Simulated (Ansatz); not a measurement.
The starting structures come from a database of crystals and need not be the phases stable at ambient conditions.

Here is the system:

```
Hg2ClP3
1.0
    5.92376     0.02189    -0.00213
    0.73624     7.56098    -0.03864
    0.68330    -0.63535     5.84986
Hg P Cl
4 6 2
Direct
  0.14161   0.16667   0.58999
  0.85839   0.83333   0.41001
  0.58999   0.33333   0.14161
  0.41001   0.66667   0.85839
  0.05974   0.52241   0.82352
  0.94026   0.47759   0.17648
  0.82352   0.97759   0.05974
  0.17648   0.02241   0.94026
  0.19595   0.25000   0.19595
  0.80405   0.75000   0.80405
  0.62920   0.25000   0.62920
  0.37080   0.75000   0.37080
```

Space group of this cell: C2/c. The cell was relaxed by PBE-D3(BJ); by PBEsol its mean pressure is -0.8 GPa.

Transport runs along the normal of the first two printed cell vectors.

No gap correction and no spin-orbit coupling; mid-gap values are interpolated between computed energies.

Q: Give the band gap and the smallest decay constant κ at mid-gap that PBEsol run with Ansatz (a quantum-chemistry and plane-wave program) yields.

A: Gap 1.13 eV on a 6×4×6 mesh; κ = 0.125 1/Å, at (0.500, 0.000) of the in-plane reciprocal vectors. At the zone centre, at the nearest computed energy, the slowest state has κ = 0.15 1/Å.
